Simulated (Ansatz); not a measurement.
Consider N vacancy in wurtzite AlN with all lengths changed by +1 %, charge state +1. The step: a nearby N atom hops onto the vacant site; the atom moves 3.15 Å along (-1.00, -1.00, 0.00) of the unit cell; the moving atom starts with neighbours Al at 1.90, Al at 1.92, 2 Al at 1.93 Å and ends with Al at 1.90, Al at 1.92, 2 Al at 1.93 Å. DFT values are from Ansatz (plane-wave PAW, 420 eV unless said) in a cell of 72 host sites, spin-restricted, static, with no finite-size correction. The charge state is imposed; whether it is stable for some Fermi level was not computed. Forms of the defect that were not tried may lie lower. For the PBE band: the saddle point's order was not checked, and it lies on a symmetry element of the cell, where a band can be held.

```json
[
 {"Level": "CHGNet universal potential (has no charge state), its own band", "Forward barrier (eV)": "2.18", "Cost of the band or of the saddle's single point": "-"},
 {"Level": "PBE, a 2×2×2 k-point mesh shifted by half a step along c, band relaxed", "Forward barrier (eV)": "4.26", "Cost of the band or of the saddle's single point": "roughly 26 core-minutes"}
]
```

Ansatz is a program for electronic structure.
